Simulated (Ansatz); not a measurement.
Cells marked so need not be the phases stable at ambient conditions, and some may be hypothetical.

 Where the default PAW files enter, the runs use the earlier of Ansatz's two default sets.

By PBEsol, each system below comes out a metal.

Ballistic conductance counts the channels of both spins, as a mean over 0.1 eV about the Fermi level; spin-orbit coupling is left out.

A. Sb (Pm-3m, simple cubic, not sure to be the ambient phase, 1 atom a cell, 29.3 Å³ an atom), current normal to (111)
B. Al (Im-3m, bcc (W type), not sure to be the ambient phase, 1 atom a cell, 16.1 Å³ an atom, 2 GPa at this level), current normal to (001)
C. InAs (Fm-3m, rock salt, not sure to be the ambient phase, 2 atoms a cell, 23.8 Å³ an atom, -3 GPa at this level), current normal to (111)

### Question
Put the candidates in order of ballistic conductance per area, highest first, for PBEsol (Ansatz, an electronic-structure program).

### Answer
B (1.7 × 10¹⁵ S/m²), A (1.2 × 10¹⁵ S/m²), C (0.86 × 10¹⁵ S/m²)
